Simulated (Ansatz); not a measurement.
Consider C in the diamond structure (space group Fd-3m, No. 227; a = 3.532 Å).

It is then changed as follows: every lattice vector is stretched by 2.00 %; the atoms relax in the strained cell.

Level of theory: Kohn–Sham DFT with the LDA functional, run in Ansatz (an electronic-structure program) with PAW and 420 eV plane waves, scalar-relativistic without spin-orbit coupling.

Base, band edges from the VBM (valence, conduction): X -6.49, 4.78; W -8.62, 10.58; L -2.88, 8.51; Γ 0.00, 5.62; K -5.52, 5.70; U -5.52, 5.70 eV.

Give the band edges at the high-symmetry points of the new zone, measured from its valence-band maximum.


```json
[
 {"point": "Γ", "valence edge (eV)": "0.00", "conduction edge (eV)": "5.46"},
 {"point": "X", "valence edge (eV)": "-6.12", "conduction edge (eV)": "4.65"},
 {"point": "U", "valence edge (eV)": "-5.21", "conduction edge (eV)": "5.54"},
 {"point": "K", "valence edge (eV)": "-5.21", "conduction edge (eV)": "5.54"},
 {"point": "L", "valence edge (eV)": "-2.72", "conduction edge (eV)": "8.26"},
 {"point": "W", "valence edge (eV)": "-8.11", "conduction edge (eV)": "10.31"}
]
```

The gap is 4.04 eV, indirect, Γ → Γ–X (74 % along).

No phonon test of stability was made.
